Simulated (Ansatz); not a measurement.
System: zinc-blende BeS. Method: B3LYP (VWN-RPA form) in Ansatz (PAW).

Run with plane-wave cutoff 520 eV, 10×10×10 k mesh, scalar-relativistic PAW data made under PBE.

Computed at the level's own relaxed cell.

```yaml
crystal:
  lattice:
    - [0.00000, 2.44837, 2.44837]
    - [2.44837, 0.00000, 2.44837]
    - [2.44837, 2.44837, 0.00000]
  atoms:
    - { symbol: Be, position: [0.00000, 0.00000, 0.00000] }
    - { symbol: S, position: [0.75000, 0.75000, 0.75000] }
```

Q: Give the elastic tensor (Voigt notation, GPa, ions relaxed, in the Cartesian axes of the cell as printed).

A: 
```
  164.0    58.3    58.3     0.0     0.0     0.0
   58.3   164.0    58.3     0.0     0.0     0.0
   58.3    58.3   164.0     0.0     0.0     0.0
    0.0     0.0     0.0    86.4     0.0     0.0
    0.0     0.0     0.0     0.0    86.4     0.0
    0.0     0.0     0.0     0.0     0.0    86.4
```

The computed numbers hold no vibrational or temperature effects.

Ansatz is a quantum-chemistry and plane-wave program.
